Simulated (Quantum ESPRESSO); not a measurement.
Worked example: self-consistent single point of CaGe2Au2 (I4mm, 5 atoms in the cell) in Quantum ESPRESSO.

Method of the run: LDA (PZ), PSlibrary ultrasoft (LDA) pseudopotentials (plane waves; Quantum ESPRESSO 7.5).

```
CELL_PARAMETERS angstrom
     -2.21848     2.21848     5.12244
      2.21848    -2.21848     5.12244
      2.21848     2.21848    -5.12244
ATOMIC_POSITIONS crystal
  Ca 0.00488 0.00488 0.00000
  Ge 0.38161 0.38161 0.00000
  Ge 0.61839 0.61839 0.00000
  Au 0.75000 0.25000 0.50000
  Au 0.25000 0.75000 0.50000
```

Reference input (self-consistent single point, DFT, LDA (PZ), plane waves, PSlibrary ultrasoft (LDA) pseudopotentials): ecutwfc = 50 Ry; ecutrho = 450 Ry; occupations = smearing; smearing = gauss; degauss = 0.0073499 Ry; K_POINTS = automatic 5 5 5 0 0 0; conv_thr = 1e-10 Ry; mixing_beta = 0.7. This run's input differs from it in these lines:

```diff
@@ -16,3 +16,3 @@
     smearing = 'gauss',
-    degauss = 0.0073499,
+    degauss = 0.000734986,
 /
@@ -33,3 +33,3 @@
 K_POINTS {automatic}
-5 5 5  0 0 0
+8 8 8  0 0 0
 CELL_PARAMETERS {angstrom}
```

Log, with long lists cut:

```
     Self-consistent Calculation

     iteration #  1     ecut=    50.00 Ry     beta= 0.70

     Threshold (ethr) on eigenvalues was too large:
     Diagonalizing with lowered threshold

     total energy              =    -269.06391727 Ry
     estimated scf accuracy    <       0.47767977 Ry

     iteration #  2     ecut=    50.00 Ry     beta= 0.70

     total energy              =    -269.21081388 Ry
     estimated scf accuracy    <       0.72163836 Ry

     iteration #  3     ecut=    50.00 Ry     beta= 0.70

     total energy              =    -269.31359641 Ry
     estimated scf accuracy    <       0.02225442 Ry

   [... 8 blocks of this kind left out ...]

     iteration # 12     ecut=    50.00 Ry     beta= 0.70
     c_bands:  1 eigenvalues not converged

     total energy              =    -269.33411990 Ry
     estimated scf accuracy    <          1.5E-09 Ry

     iteration # 13     ecut=    50.00 Ry     beta= 0.70
     End of self-consistent calculation

     the Fermi energy is    10.3550 ev

!    total energy              =    -269.33411990 Ry
     estimated scf accuracy    <          2.5E-11 Ry
     smearing contrib. (-TS)   =      -0.00000675 Ry
     internal energy E=F+TS    =    -269.33411314 Ry

     convergence has been achieved in  13 iterations

     Forces acting on atoms (cartesian axes, Ry/au):

     atom    1 type  1   force =     0.00000000    0.00000000   -0.00409437
     atom    2 type  2   force =     0.00000000    0.00000000   -0.00225953
     atom    3 type  2   force =    -0.00000000   -0.00000000    0.00383353
     atom    4 type  3   force =     0.00000000    0.00000000    0.00126019
     atom    5 type  3   force =     0.00000000    0.00000000    0.00126019

     Total force =     0.006304     Total SCF correction =     0.000016

          total   stress  (Ry/bohr**3)                   (kbar)     P=      -27.25
  -0.00018398  -0.00000000   0.00000000          -27.06       -0.00        0.00
  -0.00000000  -0.00018398  -0.00000000           -0.00      -27.06       -0.00
  -0.00000000  -0.00000000  -0.00018784           -0.00       -0.00      -27.63

   JOB DONE.
```

The run converged in 13 iterations. Against the reference run the free energy falls by 8.0 meV/atom, the pressure goes from -2.93 to -2.73 GPa and the largest force goes from 0.153 to 0.105 eV/Å.

The starting cell comes from a database of computed structures (which also holds hypothetical and non-ambient phases and stackings), without a prior relaxation at this level. Its lattice was rescaled by up to half a per cent. One atom was moved a little off its site on purpose. Spin-orbit coupling is off.

Cost on one core of a shared machine: roughly 4 min.
